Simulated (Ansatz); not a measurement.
A set of related cells and their work function (top / bottom face where they differ).

Cell A: a sheet of composition Ta2, 2 atoms, hexagonal cell of 4.40 Å (16.8 Å²), symmetry P6/mmm, 0.0 Å thick under 16 Å of vacuum, in-plane vectors relaxed; planes from bottom to top: Ta2, all atoms in one plane; a model cell; spin state with PBE: no moments, k-point mesh 18×18×1.
```
Ta
1.0
    4.40030     0.00000     0.00000
   -2.20015     3.81077     0.00000
    0.00000     0.00000    16.00000
Ta
2
Direct
  0.33333   0.66667   0.50000
  0.66667   0.33333   0.50000
```

Cell B: a sheet of composition Ta, 1 atom, square cell of 2.60 Å (6.7 Å²), symmetry P4/mmm, 0.0 Å thick under 16 Å of vacuum, in-plane vectors relaxed; planes from bottom to top: Ta; a model cell; spin state with PBE: no moments, k-point mesh 22×22×1.
```
CELL_PARAMETERS angstrom
      2.59641     0.00000     0.00000
      0.00000     2.59641     0.00000
      0.00000     0.00000    16.00000
ATOMIC_POSITIONS crystal
  Ta 0.00000 0.00000 0.50000
```

Cell C: a sheet of composition Ta3, 3 atoms, hexagonal cell of 5.23 Å (23.7 Å²), symmetry P6/mmm, 0.0 Å thick under 16 Å of vacuum, in-plane vectors relaxed; planes from bottom to top: Ta3, all atoms in one plane; a model cell; spin state with PBE: no moments, k-point mesh 18×18×1.
```
CELL_PARAMETERS angstrom
      5.23271     0.00000     0.00000
     -2.61636     4.53166     0.00000
      0.00000     0.00000    16.00000
ATOMIC_POSITIONS crystal
  Ta 0.50000 0.00000 0.50000
  Ta 0.00000 0.50000 0.50000
  Ta 0.50000 0.50000 0.50000
```

Cell D: a sheet of composition Ta, 1 atom, hexagonal cell of 2.73 Å (6.5 Å²), symmetry P6/mmm, 0.0 Å thick under 16 Å of vacuum, in-plane vectors relaxed; planes from bottom to top: Ta; a model cell; spin state with PBE: no moments, k-point mesh 24×24×1.
```
Ta
1.0
    2.73377     0.00000     0.00000
   -1.36688     2.36751     0.00000
    0.00000     0.00000    16.00000
Ta
1
Direct
  0.00000   0.00000   0.50000
```

All numbers come from Ansatz (a program for electronic structure), plane waves with PAW, its PAW set soft_1, cutoff 420 eV, 500 eV for r2SCAN. The structures are at rest with PBE; other levels are single points on them. Neutral cells; Fermi-Dirac smearing of at most 0.10 eV in the solids, energies taken to zero width. The lattices are those relaxed with PBE, so at other levels the solids can be strained, which adds to the spread. Spin-orbit coupling is left out. A dispersion term ran beside these levels; it doesn't touch the electrons. Vacuum level less Fermi level; the slabs are metallic.

Problem. Give the work function (top / bottom face where they differ) (eV) at the level r2SCAN, cell by cell.

Solution. 
| system | r2SCAN |
|---|---|
| A | 4.04 |
| B | 5.05 |
| C | 4.90 |
| D | 5.24 |

With r2SCAN the top face's value is lowest for A and highest for D.

Problem. And at the other levels?

Solution. 
| system | PBE |
|---|---|
| A | 4.16 |
| B | 4.94 |
| C | 4.81 |
| D | 5.10 |

With PBE the top face's value is lowest for A and highest for D.
